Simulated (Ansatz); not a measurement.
The parent structure is NbAs in the CsCl type structure (space group Pm-3m, No. 221; a = 3.181 Å; a hypothetical phase, not in the database extracts checked; relaxed with 0.1 eV smearing). Axes: x, y, z lie along the cube axes.

Calculations: PBEsol, PAW, 420 eV (Ansatz, a program for electronic structure; no spin-orbit coupling).

Strains are applied to the cell and any free atomic positions relax; under biaxial strain the out-of-plane vector relaxes too.

One change was made to it. Results:

```json
[
 {"quantity": "energy relative to the base (free energy F)", "base": "0 meV/atom", "after": "+46 meV/atom"},
 {"quantity": "band gap", "base": "zero", "after": "zero"}
]
```

Problem. Which of these changes matches the shifts?
(A) uniaxial strain ε_yy = +5.47 %
(B) isotropic strain −3.84 %
(C) biaxial strain +1.12 %, plane normal [001], relaxed out of plane

Solution. A, uniaxial strain ε_yy = +5.47 %. For comparison, the energy relative to the base in the other runs: isotropic strain −3.84 % gives +139 meV/atom; biaxial strain +1.12 %, plane normal [001], relaxed out of plane gives +4.7 meV/atom.

Whether these cells are dynamically stable was not tested. The final runs are not spin-polarised.
